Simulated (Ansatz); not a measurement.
ZnS: response to strain

The reference is ZnS in the zinc blende structure (space group F-43m, No. 216; a = 5.357 Å). Axes: x, y, z lie along the cube axes.

Strains are applied to the cell and any free atomic positions relax; under biaxial strain the out-of-plane vector relaxes too.

Calculations: PBEsol/PAW in Ansatz (a first-principles code), no spin-orbit coupling, earlier PAW set.

Notes on the quantities. pressure: mean of the normal stresses, compression positive.

```csv
change,band gap,shortest interatomic distance,pressure
base,2.08 eV,2.320 Å,-0.01 GPa
"biaxial strain +3.05 %, plane normal [001], relaxed out of plane",1.84 eV,2.339 Å,-1.74 GPa
"biaxial strain −2.89 %, plane normal [110], relaxed out of plane",2.06 eV,2.286 Å,2.88 GPa
"biaxial strain −1.70 %, plane normal [111], relaxed out of plane",2.10 eV,2.299 Å,1.89 GPa
isotropic strain −2.27 %,2.38 eV,2.267 Å,6.32 GPa
uniaxial strain ε_yy = +2.46 %,1.94 eV,2.339 Å,-1.84 GPa
uniaxial strain ε_yy = +2.61 %,1.94 eV,2.340 Å,-1.94 GPa
uniaxial strain ε_zz = +0.65 %,2.04 eV,2.325 Å,-0.51 GPa
uniaxial strain ε_zz = +0.85 %,[?],[?],[?]
tensor shear ε_xy = +0.46 %,2.05 eV,2.318 Å,-0.01 GPa
```

**Question.** What belongs in the blanks?

**Answer.** 
- uniaxial strain ε_zz = +0.85 %, band gap: 2.03 eV
- uniaxial strain ε_zz = +0.85 %, shortest interatomic distance: 2.326 Å
- uniaxial strain ε_zz = +0.85 %, pressure: -0.67 GPa

Whether these cells are dynamically stable was not tested.
